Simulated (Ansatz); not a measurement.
The starting structures come from a database of crystals and need not be the phases stable at ambient conditions.

Input:

```yaml
crystal:
  lattice:
    - [6.59577, 0.00546, -0.00574]
    - [-3.23989, 5.88729, -0.00451]
    - [1.73798, 1.21631, 6.27596]
  atoms:
    - { symbol: Re, position: [0.93588, 0.68358, 0.49189] }
    - { symbol: Re, position: [0.06412, 0.31642, 0.50811] }
    - { symbol: Re, position: [0.51351, 0.70955, 0.49674] }
    - { symbol: Re, position: [0.48649, 0.29045, 0.50326] }
    - { symbol: Se, position: [0.75459, 0.61877, 0.19922] }
    - { symbol: Se, position: [0.24541, 0.38123, 0.80078] }
    - { symbol: Se, position: [0.28321, 0.66504, 0.23280] }
    - { symbol: Se, position: [0.71679, 0.33496, 0.76720] }
    - { symbol: Se, position: [0.77334, 0.89149, 0.72777] }
    - { symbol: Se, position: [0.22666, 0.10851, 0.27223] }
    - { symbol: Se, position: [0.24359, 0.86279, 0.70074] }
    - { symbol: Se, position: [0.75641, 0.13721, 0.29926] }
```

Space group of this cell: P-1. The cell was relaxed by PBE-D3(BJ); by r2SCAN its mean pressure is 1.2 GPa.

Transport runs along the normal of the first two printed cell vectors.

The gap is the functional's own. No spin-orbit coupling. Mid-gap values are interpolated on the energy grid.

### Question
Compute, with r2SCAN in Ansatz (a quantum-chemistry and plane-wave program), the band gap and the smallest decay constant κ at mid-gap.

### Answer
Gap 1.10 eV on a 6×6×6 mesh; κ = 0.221 1/Å, at (0.000, 0.167) of the in-plane reciprocal vectors. At the zone centre, at the nearest computed energy, the slowest state has κ = 0.26 1/Å.
